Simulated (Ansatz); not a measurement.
The starting structures come from a database of crystals and need not be the phases stable at ambient conditions.

By PBEsol, the system below comes out a metal.

Without scattering a metal conducts by its projected Fermi surface.

Consider the following.

```xyz
12
Lattice="3.6973 0.0000 0.0000 0.0000 4.9287 0.0000 0.0000 0.0000 7.0021" Properties=species:S:1:pos:R:3 pbc="T T T"
Si     2.7730     1.4333     4.2946
Si     0.9243     3.4955     2.7074
Si     0.9243     1.0311     0.7936
Si     2.7730     3.8976     6.2085
Ni     2.7730     2.2568     2.0499
Ni     0.9243     2.6720     4.9522
Ni     0.9243     0.2076     5.5509
Ni     2.7730     4.7211     1.4512
Ni     2.7730     1.6208     6.5788
Ni     0.9243     3.3079     0.4233
Ni     0.9243     0.8436     3.0778
Ni     2.7730     4.0852     3.9243
```

The cell is taken as given.

The current flows along the normal of the first two printed cell vectors. No spin-orbit coupling; the value is a mean over 0.1 eV about the Fermi level.

**Question.** Estimate the ballistic conductance per area that PBEsol in Ansatz (a program for electronic structure) returns for this system.

**Answer.** 0.61 × 10¹⁵ S/m² for both spins.
